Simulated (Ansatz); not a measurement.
The reference is CsPbCl3 in the cubic perovskite structure (space group Pm-3m, No. 221; a = 5.521 Å).

The values are results of Ansatz (a first-principles code), LDA, PAW, cutoff 420 eV, no SOC, not measurements.

For the base:

- Electron mass = 0.093, 0.75, 0.75 mₑ (at R)
- Hole mass = 0.14 mₑ (at R)
- Pressure = 0.00 GPa

The change: every lattice vector is stretched by 3.00 %; the atoms relax in the strained cell.

**Question.** What happens to the electron mass?

**Answer.** The electron mass (degenerate bands, along [100]) changes from 0.093, 0.75, 0.75 mₑ (at R) to 0.11, 0.85, 0.85 mₑ (at R).

**Question.** Predict the new hole mass.

**Answer.** The hole mass goes from 0.14 mₑ (at R) to 0.19 mₑ (at R).

**Question.** What does the calculation give for the mean gap deformation potential ΔEg/Δln V after the change?

**Answer.** The mean gap deformation potential ΔEg/Δln V comes out as +4.4 eV.

**Question.** How does this affect the pressure?

**Answer.** The pressure goes from zero to -2.12 GPa.

Spin-orbit coupling, missing from the scalar runs, can matter with Pb. Effective masses come from finite differences of ±0.01 Å⁻¹. Whether these cells are dynamically stable was not tested. Many cubic perovskites are stable only at high temperature; tilts and polar distortions were not tested. This is not the structure that CsPbCl3 has at room temperature and ambient pressure.
